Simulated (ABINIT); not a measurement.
A band-structure calculation of SrCd (Pm-3m, 2 atoms in the cell) with ABINIT.

Method of the run: LDA (PW92), PAW (JTH v2.0 LDA PAW) (plane waves; ABINIT 10.0.3).

The input file:

```
# SrCd, JTH v2.0 LDA PAW
pp_dirpath "./"
pseudos "Sr.LDA_PW-JTH.xml, Cd.LDA_PW-JTH.xml"
acell 4.0356300000 4.0356300000 4.0356300000 Angstrom
rprim
         1.0000000000    0.0000000000    0.0000000000
         0.0000000000    1.0000000000    0.0000000000
         0.0000000000    0.0000000000    1.0000000000
natom 2
ntypat 2
znucl 38 48
typat 1 2
xred
         0.5000000000    0.5000000000    0.5000000000
         0.0000000000    0.0000000000    0.0000000000
ecut 544 eV
pawecutdg 1088 eV
pawxcdev 0
occopt 3
tsmear 0.1 eV
nband 16
kptopt 1
ngkpt 11 11 11
nshiftk 1
shiftk 0 0 0
nstep 50
tolvrs1 1.0e-11
ndtset 2
prtden1 1
getden2 1
iscf2 -2
kptopt2 -5
ndivsm2 4
kptbounds2
       0.00000000  0.00000000  0.00000000  # G
       0.00000000  0.50000000  0.00000000  # X
       0.50000000  0.50000000  0.00000000  # M
       0.00000000  0.00000000  0.00000000  # G
       0.50000000  0.50000000  0.50000000  # R
       0.00000000  0.50000000  0.00000000  # X
nband2 20
nbdbuf2 2
tolwfr2 1.0e-12
prtwf 0
```

Output (repeated stretches shortened):

```
--- !BeginCycle
solver: {iscf: 17, nstep: 50, nline: 4, wfoptalg: 10, }
tolerances: {tolvrs: 1.00E-11, }
...

     iter   Etot(hartree)      deltaE(h)  residm     nres2
 ETOT  1  -78.757997646429    -7.876E+01 1.690E-01 2.247E+00
 ETOT  2  -78.871030976150    -1.130E-01 2.508E-02 5.626E-01
 ETOT  3  -78.870380392802     6.506E-04 1.900E-02 2.312E-01
 ETOT  4  -78.870777937109    -3.975E-04 1.397E-02 1.163E-01
 ETOT  5  -78.871071380537    -2.934E-04 7.301E-02 1.601E-03
   [... 24 lines left out ...]
 ETOT 30  -78.871215966383    -8.825E-12 6.405E-06 4.539E-10
 ETOT 31  -78.871215966387    -4.732E-12 1.386E-05 6.901E-10
 ETOT 32  -78.871215966375     1.236E-11 3.605E-06 1.195E-11
 ETOT 33  -78.871215966376    -8.527E-13 7.781E-06 2.544E-12
 At SCF step   33       nres2   =  2.54E-12 < tolvrs=  1.00E-11 =>converged.

 Cartesian components of stress tensor (hartree/bohr^3)
  sigma(1 1)=  8.97384438E-05  sigma(3 2)=  0.00000000E+00
  sigma(2 2)=  8.97384438E-05  sigma(3 1)=  0.00000000E+00
  sigma(3 3)=  8.97384438E-05  sigma(2 1)=  0.00000000E+00

 ----iterations are completed or convergence reached----

   [... lines left out ...]
 Fermi (or HOMO) energy (hartree) =   0.17959   Average Vxc (hartree)=  -0.33698
total_energy        : -7.88712138180619E+01
-Cartesian components of stress tensor (GPa)         [Pressure= -2.6402E+00 GPa]
 Unit cell volume ucvol=  4.4353779E+02 bohr^3
   [... lines left out ...]
  4.22E-13  4.85E-13  5.37E-13  3.10E-13  6.23E-13  6.37E-13  5.05E-13  9.07E-13
  8.92E-13  7.01E-13  6.37E-13  8.50E-13  9.25E-13  2.95E-13  4.57E-12  2.04E-12
  4.13E-12  4.44E-11  4.64E-13  4.03E-09
 -1.1321E+00 -4.7748E-01 -4.6895E-01 -4.6895E-01 -1.3406E-01 -1.3101E-01
 -1.3101E-01 -1.2949E-01 -1.2907E-01  4.6695E-02  9.2168E-02  2.4316E-01
  2.6074E-01  2.6074E-01  3.6901E-01  4.0056E-01  4.4087E-01  4.5841E-01
  5.0999E-01  5.0999E-01

 scprqt:  WARNING -
  nstep=   50 was not enough non-SCF iterations to converge;
  maximum residual=  9.247E-08 exceeds tolwfr=  1.000E-12

 ----iterations are completed or convergence reached----

 reduced coordinates (array xred) for    2 atoms
       0.500000000000      0.500000000000      0.500000000000
       0.000000000000      0.000000000000      0.000000000000

 Calculation completed.
```

The run ended unconverged in one of its stages. 

The starting cell comes from a database of computed structures (which also holds hypothetical and non-ambient phases and stackings), without a prior relaxation at this level.
